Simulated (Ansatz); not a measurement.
Charge-transition levels above the valence-band maximum in metastable zinc-blende AlN (eV), each at one geometry relaxed with PBE and evaluated in Ansatz (an electronic-structure program) with PBE, r2SCAN. Host gaps: PBE 3.31 eV, r2SCAN 3.92 eV. Details: 64-site cell; 2×2×2 shifted k-points; charged states image-corrected; no Hubbard U; corrections pass 1 eV, so highly charged states may be off by several tenths; flagged in the runs: for some of the defects a doubtful potential alignment, a strain field that reaches the edge of the cell.

```json
[
 {"defect": "C on the N site + O on the N site (+1/0)", "PBE": "0.53", "r2SCAN": "0.79"},
 {"defect": "C on the N site (0/−1)", "PBE": "1.04", "r2SCAN": "1.32"},
 {"defect": "N interstitial started as a split pair with N (+2/+1)", "PBE": "0.19", "r2SCAN": "0.11"},
 {"defect": "Ge on the N site (0/−1)", "PBE": "2.21", "r2SCAN": "2.47"},
 {"defect": "Co on the Al site (0/−1)", "PBE": "1.84", "r2SCAN": "1.99"},
 {"defect": "C interstitial started as a split pair with N (+2/+1)", "PBE": "1.33", "r2SCAN": "1.41"},
 {"defect": "N interstitial started as a split pair with N (0/−1)", "PBE": "2.18", "r2SCAN": "2.52"},
 {"defect": "C on the Al site (broken-bond start) (0/−1)", "PBE": "2.88", "r2SCAN": "3.19"},
 {"defect": "Fe on the Al site (+1/0)", "PBE": "0.63", "r2SCAN": "0.45"}
]
```

PBE less r2SCAN: over the 9 rows with both numbers (drawn at random from the settled rows of this host; unsettled states are left out), mean -0.16 eV, median -0.26 eV, mean size 0.21 eV, from -0.34 to 0.18 eV.
